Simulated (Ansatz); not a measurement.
**A computed series for SrO: element substitutions**

Consider SrO in the rock salt structure (space group Fm-3m, No. 225).

```yaml
crystal:
  lattice:
    - [0.00000, 2.56124, 2.56124]
    - [2.56124, 0.00000, 2.56124]
    - [2.56124, 2.56124, 0.00000]
  atoms:
    - { symbol: Sr, position: [0.50000, 0.50000, 0.50000] }
    - { symbol: O, position: [0.00000, 0.00000, 0.00000] }
```

Each row replaces one element on all its sites; cell and atoms are relaxed.

Levels (all Ansatz, a program for electronic structure, PAW): PBEsol (420 eV, no spin-orbit coupling); HSE06 (420 eV, spin-orbit coupling left out).

Band gaps by level, all at the geometries relaxed with PBEsol:

```json
[
 {"case": "base", "PBEsol": "3.20 eV", "HSE06": "4.79 eV"},
 {"case": "Sr → Mg", "PBEsol": "4.62 eV", "HSE06": "6.47 eV"},
 {"case": "O → Te", "PBEsol": "1.57 eV", "HSE06": "2.37 eV"}
]
```

Single points use the geometry relaxed with PBEsol. The hybrid gap comes from the SCF mesh plus the semilocal run's edge points and a few special points and is an upper bound. Spin-orbit coupling, missing from the scalar runs, can matter with Te. Stability against distortions was not tested.
